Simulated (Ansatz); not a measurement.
A periodic model of amorphous Ta₂₈B₈N₁₄:

```xyz
50
Lattice="8.7298 0.0833 0.1137 0.0833 8.5096 -0.1339 0.1137 -0.1339 8.7302" Properties=species:S:1:pos:R:3 pbc="T T T"
Ta     6.6475     4.5177     8.3966
Ta     0.8262     7.3924     8.3180
Ta     4.5844     3.8104     6.2273
Ta     6.7596     8.0419     0.8459
Ta     7.0179     3.5399     2.5708
Ta     0.7777     1.5101     4.3202
Ta     3.3984     4.0634     0.2261
Ta     1.2412     4.4012     3.8878
Ta     7.7155     6.4198     3.4403
Ta     3.9541     6.2059     7.3057
Ta     7.6000     3.5462     5.6309
Ta     4.6158     6.2815     1.6512
Ta     2.1658     1.7472     7.0315
Ta     1.6926     7.5391     2.4879
Ta     5.2120     0.1962     6.9033
Ta     3.4726     8.5146     0.3043
Ta     0.4532     4.9484     1.1023
Ta     6.6745     0.7964     3.8554
Ta     1.4953     7.1775     5.2377
Ta     2.2530     2.1404     1.7459
Ta     5.4853     2.1655     0.3233
Ta     3.7362     1.1812     4.4160
Ta     8.4929     2.0985     0.4736
Ta     4.0684     3.9811     3.2504
Ta     7.0312     6.2751     6.3550
Ta     4.8300     6.8194     4.5537
Ta     7.7438     0.8800     6.7833
Ta     1.4556     4.6235     6.8686
B      2.5098     6.2630     0.5272
B      2.4916     5.3235     2.0341
B      3.0845     5.2712     5.1732
B      6.0575     4.7531     4.4328
B      2.9740     5.9980     3.5686
B      3.2867     8.2125     6.1239
B      5.7062     2.9176     4.3661
B      5.7639     1.8840     5.6606
N      8.6927     8.2859     3.9049
N      6.9209     1.5180     1.8295
N      7.4551     2.7697     7.7083
N      3.3253     0.3965     2.4454
N      2.4465     2.7007     3.6817
N      0.9881     3.0117     5.7763
N      1.5332     0.8135     0.1791
N      1.4802     3.2524     8.6266
N      8.6874     5.4978     5.2794
N      5.2707     4.2038     1.4030
N      8.5856     7.1183     1.5374
N      5.7312     6.7561     8.3119
N      5.9767     7.4636     2.8134
N      8.6644     7.5866     6.6746
```

These are PBE, scalar-relativistic without spin-orbit coupling (plane waves to 420 eV, PAW; Ansatz, a program for electronic structure) values and carry that method's errors. The usual formal charges leave 122 electrons over, so the level spacing at the Fermi energy parts defect or band states and needn't be the band gap.

A CHGNet melt-quench gave the starting glass, which DFT then relaxed. N atoms were pushed apart under 1.9 Å during the dynamics, to hinder bonds among them. The hot cell started wider than the set density and was brought back towards it in steps. It is the lowest in DFT energy of 2 quenches. It is a model cell: composition and starting density were chosen by hand, and all elements were melted together. No dispersion term was used. Its density started from a set value of 14.60 and ended at 13.70 g/cm³. Cooling (nominally 380 K/ps over its main leg) ran many orders faster than in experiment, which tends to leave more defects and strain. A cell of this size samples the disorder only roughly. Volume and shape were free in the relaxation. On a 2×2×2 Γ-centred mesh force components of up to 0.48 eV/Å stay, since the relaxation ran on one k-point at (1/4, 1/4, 1/4).

Bonds are counted up to Ta-Ta 3.12 Å, Ta-B 2.49 Å, Ta-N 2.62 Å, B-B 1.97 Å, B-N 1.86 Å, N-N 1.70 Å. Two cations that share two anions don't count as bonded, nor two that share one unless they lie closer than Ta-Ta 3.04 Å, Ta-B 2.42 Å, B-B 1.80 Å.

Task: Give the coordination numbers, mean bond lengths and angles.

Result: 
The mean coordination of Ta by anions is 2.57 (1 with 0, 3 with 1, 7 with 2, 13 with 3, 4 with 4); 154 close contacts or bonds to cations besides. The mean coordination of B by anions is 0.00 (8 with 0); 52 close contacts or bonds to cations besides and the mean coordination of N comes out as 5.14 (2 with 4, 8 with 5, 4 with 6). The mean Ta-Ta close contact is 2.948 Å (spread 0.110 Å, 56 counted) and the mean Ta-N bond is 2.183 Å (spread 0.111 Å, 72 counted). The mean Ta-B close contact is 2.372 Å (spread 0.081 Å, 42 counted) and the mean B-B bond comes out as 1.763 Å (spread 0.068 Å, 5 counted). The bond angle at Ta is mean 97.4°, spread 33.6° and the bond angle at B is mean 99.9°, spread 30.0°. The bond angle at N is mean 106.1°, spread 28.7°.
